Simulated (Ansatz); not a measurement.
A periodic model of amorphous Si₃₀N₄₅P₃:

```xyz
78
Lattice="10.0902 -0.0934 -0.2571 -0.0934 9.4968 -0.2030 -0.2571 -0.2030 9.3843" Properties=species:S:1:pos:R:3 pbc="T T T"
Si     0.1295     5.0559     7.5245
Si     7.6077     3.9106     6.5362
Si     9.7276     0.3038     7.9224
Si     3.6300     1.0411     2.9106
Si     2.0680     0.3018     6.1669
Si     8.9515     3.1362     9.0019
Si     7.1340     4.6525     3.7126
Si     0.9502     7.8678     7.7834
Si     4.0042     7.7188     8.0218
Si     1.0105     1.5061     3.6382
Si     5.7844     5.7948     2.0705
Si     3.5642     7.7378     1.3330
Si     7.3479     5.7246     8.6197
Si     1.3976     8.3228     3.1766
Si     9.2935     3.4162     2.1961
Si     6.5649     8.1035     3.5622
Si     3.9196     7.0961     4.0585
Si     4.1846     2.5776     0.4878
Si     4.8630     5.3051     6.7113
Si     6.5935     3.7535     0.9154
Si     1.9882     3.1275     1.2572
Si     6.3121     1.7382     8.1129
Si     1.5266     2.4991     8.0130
Si     6.9506     8.5374     8.0644
Si     2.0574     6.0253     5.4445
Si     2.8188     5.0988     9.0718
Si     2.8854     3.1542     5.4248
Si     4.9352     9.0838     5.9560
Si    -0.1230     3.9660     4.7968
Si     9.3954     7.9764     0.6227
N      6.6095     5.4491     0.5454
N      2.6502     2.0203    -0.0675
N      4.9843     8.4709     4.3433
N      4.0549     5.8391     8.1021
N      8.8562     4.6114     3.3865
N     -0.0920     8.1153     2.3943
N      4.3638     3.6675     6.2211
N      2.8397     8.9489     2.3190
N      8.1367     3.0142     1.0062
N      7.6433     8.5776     4.7448
N      0.8361     6.4491     6.7359
N      4.7935     1.3598     1.6599
N      2.1311     7.0936     4.1015
N     -0.0922     2.0453     8.4229
N      6.6871     6.3374     3.4631
N      3.8706     6.0760     5.4647
N      6.0120     4.0796     2.5126
N      2.3674     7.6804     8.6524
N      4.0655     2.0828     4.3988
N      6.7324     0.5939    -0.1528
N      6.6277     5.3001     7.0359
N      9.7986     2.3900     3.5710
N      8.1543    -0.0470     7.3151
N      3.3391     8.9413     6.5534
N      6.6263     8.9943     2.1226
N      4.3180     6.6233     2.4088
N      8.9608     4.9373     8.5121
N      2.2102     2.0700     2.6374
N      5.6745     1.2772     6.4518
N      1.6361     4.3501     4.9950
N      2.4585     6.8422     0.3355
N      4.7905     8.3998     0.2938
N      7.6010     2.7731     7.7880
N      5.3235     2.7941     9.0569
N      2.0525     2.0240     6.4162
N      3.4224     4.1423     1.0016
N      5.5843     8.0264     7.1714
N      1.4671     0.1877     4.5155
N      9.2827     4.1167     6.0617
N      0.6664     9.2592     6.8489
N      7.9610     7.5605    -0.3090
N      1.5576     4.2386     8.1293
N      6.7379     3.4262     5.0509
N      0.4180     3.6950     1.2776
N     -0.0728     8.5803     9.0364
P      5.8366     0.0677     1.1696
P      5.3189     2.5708     5.4320
P      8.2925     0.3252     5.6473
```

Method: PBE, scalar-relativistic without spin-orbit coupling (plane waves to 420 eV, PAW; Ansatz, an electronic-structure program).

A CHGNet melt-quench gave the starting glass, which DFT then relaxed. N atoms were pushed apart under 1.9 Å during the dynamics, to hinder bonds among them. The hot cell started wider than the set density and was brought back towards it in steps. It is the lowest in DFT energy of 2 quenches. It is a model cell: composition and starting density were chosen by hand, and all elements were melted together. No dispersion term was used. Its density started from a set value of 2.90 and ended at 2.90 g/cm³. The simulated quench (nominally 450 K/ps over its main leg) is rapid and tends to freeze in more defects than a deposited or slowly cooled glass has. Values belong to this one cell and scatter from quench to quench. The volume was held where the preparation left it and the shape relaxed, at a PBE pressure of 3.2 GPa. Stress components on the final sampling reach 3.5 GPa. Cycles of charging lowered its energy after that relaxation.

Neighbours within Si-Si 2.60 Å, Si-N 2.12 Å, Si-P 2.55 Å, N-N 1.70 Å, N-P 2.14 Å, P-P 2.50 Å count as bonded. Two cations that share two anions don't count as bonded, nor two that share one unless they lie closer than Si-Si 2.38 Å, Si-P 2.33 Å, P-P 2.29 Å.

Task: Give the coordination numbers, mean bond lengths and angles.

Result: 
- Mean coordination of Si by anions = 4.00 (2 with 3, 26 with 4, 2 with 5)
- Mean coordination of N = 2.93 (3 with 2, 42 with 3)
- Mean coordination of P by anions = 3.33 (1 with 2, 2 with 4)
- Mean Si-N bond = 1.755 Å (spread 0.059 Å, 120 counted)
- Mean N-P bond = 1.661 Å (spread 0.062 Å, 10 counted)
- Mean N-N bond = 1.500 Å (spread 0.000 Å, 1 counted)
- Bond angle at Si = mean 109.4°, spread 14.1°
- Bond angle at N = mean 116.3°, spread 15.2°
- Bond angle at P = mean 108.8°, spread 7.8°

Task: Which atoms depart from the most common coordination of their element?

Result: Si6 has 5 (N39 1.78 Å, N44 1.79 Å, N63 1.85 Å, N57 1.87 Å, N74 1.93 Å); Si9 has 5 (N48 1.75 Å, N62 1.80 Å, N67 1.82 Å, N34 1.88 Å, N54 2.02 Å); Si10 has 3 (N52 1.64 Å, N68 1.65 Å, N58 1.66 Å); Si30 has 3 (N36 1.63 Å, N75 1.67 Å, N71 1.76 Å); N36 has 2 (Si30 1.63 Å, Si14 1.70 Å); N40 has 2 (P78 1.53 Å, Si16 1.67 Å); N55 has 2 (P76 1.56 Å, Si16 1.69 Å); P78 has 2 (N40 1.53 Å, N53 1.71 Å).
